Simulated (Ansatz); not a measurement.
We consider SiO2 (P4₁2₁2, No. 92), described by PBE0 (PAW; Ansatz, an electronic-structure program).

Numerical settings: plane-wave cutoff 500 eV, 4×4×4 k mesh, gaussian smearing 0.02 eV, scalar-relativistic PAW data made under PBE.

Cell (relaxed with r²SCAN):

O₂Si is modelled in the tetragonal space group P4₁2₁2 (No. 92), Pearson symbol tP12. Cell: a = b = 4.984 Å, c = 6.923 Å, α = β = γ = 90.00°. Si on 4a has 4 O at 1.612 Å (tetrahedral). O on 8b is surrounded by 2 Si at 1.612 Å (bent). (Neighbours: up to the widest gap in distance over summed covalent radii, below 1.35, at either atom.)

Give the computed band gap.


band gap: 8.27 eV (on the SCF k mesh)

Note: cell and atoms aren't relaxed at this level (largest force component 0.05 eV/Å).

Static lattice: no zero-point or thermal effects.
